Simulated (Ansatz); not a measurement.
A computed series for SiC: response to strain

Start from SiC in the wurtzite structure (space group P6_3mc, No. 186; a = 3.076 Å, c = 5.048 Å). Axes: x lies along a and z along c of the hexagonal cell.

Strains are applied to the cell and any free atomic positions relax; under biaxial strain the out-of-plane vector relaxes too.

Calculations: PBEsol (Ansatz, an electronic-structure program, PAW, no SOC).

```csv
case,volume per atom,band gap,electron mass
base,10.34 Å³,2.12 eV,"0.26 mₑ along c, 0.43 mₑ across (at K)"
"biaxial strain +0.60 %, plane normal [001], relaxed out of plane",10.45 Å³,2.20 eV,"0.26 mₑ out of plane, 0.43 mₑ in plane (at K)"
"biaxial strain +1.80 %, plane normal [001], relaxed out of plane",10.68 Å³,2.26 eV,"0.26 mₑ out of plane, 0.44 mₑ in plane (at K)"
"biaxial strain +2.40 %, plane normal [001], relaxed out of plane",10.79 Å³,2.27 eV,"0.26 mₑ out of plane, 0.45 mₑ in plane (at K)"
"biaxial strain +3.00 %, plane normal [001], relaxed out of plane",10.91 Å³,2.20 eV,–
```

Masses are band curvatures over ±0.01 Å⁻¹ around the edge. Semilocal Kohn–Sham gaps tend to fall short of experiment. Whether these cells are dynamically stable was not tested.
